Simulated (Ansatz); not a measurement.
Cubic perovskite CsPbCl3 (cubic high-temperature phase), treated with rVV10 (Ansatz, a quantum-chemistry and plane-wave program, PAW).

Settings: plane-wave cutoff 520 eV, 6×6×6 k mesh, Fermi–Dirac smearing 0.01 eV, scalar-relativistic PAW data made under PBE.

Energies at three volumes about the minimum:

```json
[
 {"V (Å³/atom)": "35.771", "E − E_lowest (meV/atom)": "1.21"},
 {"V (Å³/atom)": "36.501", "E − E_lowest (meV/atom)": "0.00"},
 {"V (Å³/atom)": "37.231", "E − E_lowest (meV/atom)": "1.13"}
]
```

Fit a parabola by hand: where is the minimum, what lattice constant follows, and what is the bulk modulus?

Slopes: (0.00 − 1.21)/(36.501 − 35.771) = -1.658 and (1.13 − 0.00)/(37.231 − 36.501) = 1.548 meV/Å³. Curvature E″ = 2 × (1.548 − (-1.658))/(37.231 − 35.771) = 4.392 meV/Å⁶. From the middle of the first interval, the slope vanishes at V0 = 36.1360 − (-1.658)/4.392 = 36.514 Å³/atom. B = V0 E″ = 36.514 × 4.392 meV/Å³ × 0.1602 GPa per meV/Å³ = 25.7 GPa. With 5 atoms in the cube, a = (5 × 36.514)^(1/3) = 5.673 Å. The full Birch–Murnaghan fit to all volumes gives V0 = 36.500 Å³/atom and B0 = 25.7 GPa.

Note: the relaxation could not lower the start's symmetry, so the cell can be a saddle point above a distorted one.
